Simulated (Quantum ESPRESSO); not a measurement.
Input and output of a self-consistent single point for NiCl (P6_3mc, 4 atoms in the cell) (Quantum ESPRESSO).

Method of the run: PBEsol, PSlibrary PAW (PBE) pseudopotentials (plane waves; Quantum ESPRESSO).

```
NiCl
1.0
    3.61892     0.00000     0.00000
   -1.80946     3.13408     0.00000
    0.00000     0.00000     6.24064
Ni Cl
2 2
Direct
  0.33333   0.66667   0.36612
  0.66667   0.33333   0.86612
  0.33333   0.66667   0.00889
  0.66667   0.33333   0.50889
```
Moments meant for the start (each program seeds them in its own way; μB, in the order of the atoms Ni Ni Cl Cl): 2.0 2.0 0.0 0.0.

Reference input (self-consistent single point, DFT, PBEsol, plane waves, PSlibrary PAW (PBE) pseudopotentials): ecutwfc = 50 Ry; ecutrho = 300 Ry; occupations = smearing; smearing = cold; degauss = 0.0099958 Ry; nspin = 2; input_dft = pbesol; potentials = {Ni: Ni.pbe-n-kjpaw_psl.1.0.0.UPF, Cl: Cl.pbe-nl-kjpaw_psl.1.0.0.UPF}; K_POINTS = automatic 7 7 4 0 0 0; conv_thr = 1e-09 Ry; mixing_beta = 0.3. This run's input differs from it in these lines:

```diff
@@ -23,3 +23,3 @@
 &ELECTRONS
-  conv_thr = 1.0d-9,
+  conv_thr = 7.3e-07,
   mixing_beta = 0.3,
```

Output (repeated stretches shortened):

```
     Self-consistent Calculation

     iteration #  1     ecut=    50.00 Ry     beta= 0.30

     total energy              =    -521.88812683 Ry
     estimated scf accuracy    <       1.01563558 Ry

     total magnetization       =     1.97 Bohr mag/cell
     absolute magnetization    =     1.97 Bohr mag/cell

     iteration #  2     ecut=    50.00 Ry     beta= 0.30

     total energy              =    -522.18021878 Ry
     estimated scf accuracy    <       0.24499850 Ry

     total magnetization       =     2.06 Bohr mag/cell
     absolute magnetization    =     2.13 Bohr mag/cell

     iteration #  3     ecut=    50.00 Ry     beta= 0.30

   [... lines left out ...]

     iteration # 10     ecut=    50.00 Ry     beta= 0.30

     total energy              =    -522.22548378 Ry
     estimated scf accuracy    <       0.00000081 Ry

     total magnetization       =     1.98 Bohr mag/cell
     absolute magnetization    =     2.05 Bohr mag/cell

     iteration # 11     ecut=    50.00 Ry     beta= 0.30

     Magnetic moment per site  (integrated on atomic sphere of radius R)
     atom   1 (R=0.254)  charge=  8.1471  magn=  0.8725
     atom   2 (R=0.254)  charge=  8.1471  magn=  0.8725
     atom   3 (R=0.254)  charge=  4.7543  magn=  0.0940
     atom   4 (R=0.254)  charge=  4.7543  magn=  0.0940
     End of self-consistent calculation

     the Fermi energy is     7.7488 ev

!    total energy              =    -522.22548391 Ry
     estimated scf accuracy    <       0.00000024 Ry
     smearing contrib. (-TS)   =      -0.00014267 Ry
     internal energy E=F+TS    =    -522.22534124 Ry

     total magnetization       =     1.98 Bohr mag/cell
     absolute magnetization    =     2.05 Bohr mag/cell

     convergence has been achieved in  11 iterations

     Forces acting on atoms (cartesian axes, Ry/au):

     atom    1 type  1   force =    -0.00000000   -0.00000000    0.00031069
     atom    2 type  1   force =     0.00000000    0.00000000    0.00031069
     atom    3 type  2   force =     0.00000000    0.00000000   -0.00031069
     atom    4 type  2   force =     0.00000000    0.00000000   -0.00031069

   [... lines left out ...]
     Total force =     0.000621     Total SCF correction =     0.000241
   [... lines left out ...]
     SCF correction compared to forces is large: reduce conv_thr to get better values

          total   stress  (Ry/bohr**3)                   (kbar)     P=      -35.08
  -0.00025021   0.00000000   0.00000000          -36.81        0.00        0.00
   0.00000000  -0.00025021   0.00000000            0.00      -36.81        0.00
   0.00000000   0.00000000  -0.00021509            0.00        0.00      -31.64

   JOB DONE.
```

The run converged in 11 iterations. Against the reference run the free energy is nearly the same (within 1 meV/atom), the pressure goes from -3.81 to -3.51 GPa, the largest force moves little (0.007 to 0.008 eV/Å) and the size of the net moment stays at 0.49 μB/atom. The full log also holds: “SCF correction compared to forces is large: reduce conv_thr to get better values”.

The starting cell comes from a database of computed structures (which also holds hypothetical and non-ambient phases and stackings), without a prior relaxation at this level. The magnetic order is the one reached from the typed start; others were not searched systematically. With a pressure of about -4 GPa the cell is away from its equilibrium volume at this level.

Cost on one core of a shared machine: roughly 70 s.
